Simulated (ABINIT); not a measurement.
# Input and output of a self-consistent single point for MgGeAs₂ (I-42d, 8 atoms in the cell) (ABINIT)

Method of the run: LDA (PW92), PAW (JTH v2.0 LDA PAW) (plane waves; ABINIT).

This input was run:

```
# MgGeAs2, JTH v2.0 LDA PAW
pp_dirpath "./"
pseudos "Mg.LDA_PW-JTH.xml, Ge.LDA_PW-JTH.xml, As.LDA_PW-JTH.xml"
acell 13.1730589216 13.1730589216 13.1730589216
rprim
        -0.4274207701    0.4274207701    0.7966322681
         0.4274207701   -0.4274207701    0.7966322681
         0.4274207701    0.4274207701   -0.7966322681
natom 8
ntypat 3
znucl 12 32 33
typat 1 1 2 2 3 3 3 3
xcart
         0.0000000000    2.9795000000    2.7766150000
         0.0000000000    0.0000000000    0.0000000000
         0.0000000000    0.0000000000    5.5532300000
         2.9795000000    0.0000000000    2.7766150000
        -1.3413709000    1.4897500000    6.9415375000
         1.4897500000    1.3413709000    4.1649225000
         4.3208709000    1.4897500000    1.3883075000
         1.4897500000    1.6381291000   -1.3883075000
      Angstrom
ecut 21
pawecutdg 42
occopt 3
tsmear 0.05 eV
nband 67
kptopt 1
ngkpt 3 3 3
nshiftk 1
shiftk 0 0 0
nstep 60
toldfe 1.0e-09
prtwf 0
prtden 0
prtvol 1
enunit 2
```

Output, abridged:

```
 Symmetries : space group I-4 2 d (#122); Bravais tI (body-center tetrag.)

 -outvars: echo values of preprocessed input variables --------
            acell      1.3173058922E+01  1.3173058922E+01  1.3173058922E+01 Bohr
             ecut      2.10000000E+01 Hartree
           enunit           2
              ixc       -1012
         kptrlatt        3    0    0      0    3    0      0    0    3
          kptrlen      3.37826339E+01
            natom           8
            nband          67
            ngfft          60      60      60
          ngfftdg          80      80      80
             nkpt           6
            nstep          60
             nsym           8
           ntypat           3
           occopt           3
        pawecutdg      4.20000000E+01 Hartree
            rprim     -4.2742077010E-01  4.2742077010E-01  7.9663226810E-01
                       4.2742077010E-01 -4.2742077010E-01  7.9663226810E-01
                       4.2742077010E-01  4.2742077010E-01 -7.9663226810E-01
          spgroup         122
           toldfe      1.00000000E-09 Hartree
           tsmear      1.83746627E-03 Hartree
            typat      1  1  2  2  3  3  3  3
           useylm           1
             xred      7.5000000162E-01  2.5000000055E-01  5.0000000107E-01
                       1.6222621302E-09  5.5263747051E-10  1.0696246597E-09
                       5.0000000162E-01  5.0000000055E-01  1.0696246527E-09
                       2.5000000162E-01  7.5000000055E-01  5.0000000107E-01
                       8.7500000162E-01  3.9989999959E-01  2.4900000107E-02
                       6.0010000259E-01  6.2500000055E-01  4.7510000203E-01
                       3.7500000162E-01  8.5010000152E-01  9.7510000203E-01
                       1.4990000066E-01  1.2500000055E-01  5.2490000011E-01
            znucl       12.00000   32.00000   33.00000

== DATASET  1 ==================================================================

 Real(R)+Recip(G) space primitive vectors, cartesian coordinates (Bohr,Bohr^-1):
 R(1)= -5.6304390  5.6304390 10.4940838  G(1)=  0.0000000  0.0888030  0.0476459
 R(2)=  5.6304390 -5.6304390 10.4940838  G(2)=  0.0888030  0.0000000  0.0476459
 R(3)=  5.6304390  5.6304390-10.4940838  G(3)=  0.0888030  0.0888030  0.0000000
 Unit cell volume ucvol=  1.3307272E+03 bohr^3
 Angles (23,13,12)=  1.29392027E+02  1.29392027E+02  7.43805991E+01 degrees

 Coarse grid specifications (used for wave-functions):

 getcut: wavevector=  0.0000  0.0000  0.0000  ngfft=  60  60  60
         ecut(hartree)=     21.000   => boxcut(ratio)=   2.20796

 Fine grid specifications (used for densities):

 getcut: wavevector=  0.0000  0.0000  0.0000  ngfft=  80  80  80
         ecut(hartree)=     42.000   => boxcut(ratio)=   2.08209

   1.61022828E+04                                ecore*ucvol(ha*bohr**3)

_setup2: Arith. and geom. avg. npw (full set) are    6116.926    6116.912
--- !BeginCycle
solver: {iscf: 17, nstep: 60, nline: 4, wfoptalg: 10, }
tolerances: {toldfe: 1.00E-09, }
...

     iter   Etot(hartree)      deltaE(h)  residm     nres2
 ETOT  1  -747.60800006595    -7.476E+02 5.281E+01 1.086E+02
 ETOT  2  -776.50421632812    -2.890E+01 1.187E+00 1.800E+02
 ETOT  3  -775.39378500125     1.110E+00 1.081E+00 4.686E+01
 ETOT  4  -775.43312255688    -3.934E-02 2.198E-01 2.653E+01
 ETOT  5  -775.29029021869     1.428E-01 2.853E-02 9.414E+00
 ETOT  6  -775.22181627612     6.847E-02 8.609E-03 1.512E-01
   [... 5 lines left out ...]
 ETOT 12  -775.22352828164     9.241E-08 3.898E-04 5.703E-06
 ETOT 13  -775.22352826834     1.329E-08 1.314E-04 3.228E-07
 ETOT 14  -775.22352827047    -2.122E-09 1.692E-04 9.552E-08
 ETOT 15  -775.22352827060    -1.330E-10 4.541E-05 8.295E-09
 ETOT 16  -775.22352827059     7.162E-12 7.154E-05 8.248E-10
 At SCF step   16, etot is converged :
  for the second time, diff in etot=  7.162E-12 < toldfe=  1.000E-09

 Cartesian components of stress tensor (hartree/bohr^3)
  sigma(1 1)=  6.37346051E-05  sigma(3 2)=  0.00000000E+00
  sigma(2 2)=  6.37346051E-05  sigma(3 1)=  0.00000000E+00
  sigma(3 3)=  6.77341848E-05  sigma(2 1)=  0.00000000E+00

 ----iterations are completed or convergence reached----

 reduced coordinates (array xred) for    8 atoms
       0.750000001622      0.250000000553      0.500000001070
       0.000000001622      0.000000000553      0.000000001070
       0.500000001622      0.500000000553      0.000000001070
       0.250000001622      0.750000000553      0.500000001070
       0.875000001622      0.399899999590      0.024900000107
       0.600100002585      0.625000000553      0.475100002033
       0.375000001622      0.850100001516      0.975100002033
       0.149900000659      0.125000000553      0.524900000107
 cartesian forces (eV/Angstrom) at end:
    1     -0.00000000000000    -0.00000000000000    -0.00000000000000
    2     -0.00000000000000    -0.00000000000000    -0.00000000000000
    3     -0.00000000000000    -0.00000000000000     0.00000000000000
    4     -0.00000000000000    -0.00000000000000     0.00000000000000
    5      0.02262851149115    -0.00000000000000    -0.00000000000000
    6     -0.00000000000000    -0.02262851149115    -0.00000000000000
    7     -0.02262851149115     0.00000000000000    -0.00000000000000
    8      0.00000000000000     0.02262851149115     0.00000000000000
 frms,max,avg= 9.2380511E-03 2.2628511E-02   0.000E+00  0.000E+00  0.000E+00 e/A
 length scales= 13.173058921600 13.173058921600 13.173058921600 bohr
              =  6.970882548724  6.970882548724  6.970882548724 angstroms
 Fermi (or HOMO) energy (hartree) =   0.16133   Average Vxc (hartree)=  -0.32570
 Eigenvalues (hartree) for nkpt=   6  k points:
 kpt#   1, nband= 67, wtk=  0.03704, kpt=  0.0000  0.0000  0.0000 (reduced coord)
  -2.59027   -2.59027   -1.39363   -1.39360   -1.39242   -1.39242   -1.39241   -1.39241
  -1.13507   -1.13506   -1.13506   -1.13505   -1.13502   -1.13500   -1.13497   -1.13497
   [... lines left out ...]
 Fermi (or HOMO) energy (eV) =   4.38996   Average Vxc (eV)=  -8.86268
   [... lines left out ...]
 -30.75117  -30.75115  -30.75106  -30.75106  -20.64117  -20.64117  -20.64029  -20.63586
 -20.63322  -20.63322  -20.61435  -20.61318  -20.61289  -20.61095   -8.52045   -6.09247
  -6.09247   -6.00233   -4.88627   -1.94606    0.31546    0.31546    0.57718    0.91224
   1.02862    2.18450    2.18450    3.90378    3.90378    4.11284    4.66547    5.33319
   5.86356    7.33791    7.33791    7.56328    8.59999    8.83343    8.83343    9.56204
  10.35659   10.44333   10.44333
 prteigrs : prtvol=0 or 1, do not print more k-points.

--- !EnergyTerms
comment             : Components of total free energy in Hartree
kinetic             :  3.61018632496999E+01
hartree             :  2.33317354035937E+02
xc                  : -1.55844033798849E+01
Ewald energy        : -3.58734628236262E+02
psp_core            :  1.21003634747775E+01
local_psp           : -6.56423650941340E+02
spherical_terms     : -2.60004322070257E+01
internal            : -7.75223534004098E+02
'-kT*entropy'       : -7.23835797097325E-06
total_energy        : -7.75223541242456E+02
total_energy_eV     : -2.10949053580570E+04
...

-Cartesian components of stress tensor (GPa)         [Pressure= -1.9144E+00 GPa]
- sigma(1 1)=  1.87513651E+00  sigma(3 2)=  0.00000000E+00
- sigma(2 2)=  1.87513651E+00  sigma(3 1)=  0.00000000E+00
- sigma(3 3)=  1.99280818E+00  sigma(2 1)=  0.00000000E+00

 Calculation completed.
```

The run converged in 16 iterations.

The starting cell comes from a database of computed structures (which also holds hypothetical and non-ambient phases and stackings), without a prior relaxation at this level.

These are the values that this program gave, and no reference: the one-centre exchange-correlation terms come from a truncated expansion.

Cost on one core of a shared machine: roughly 5 min.
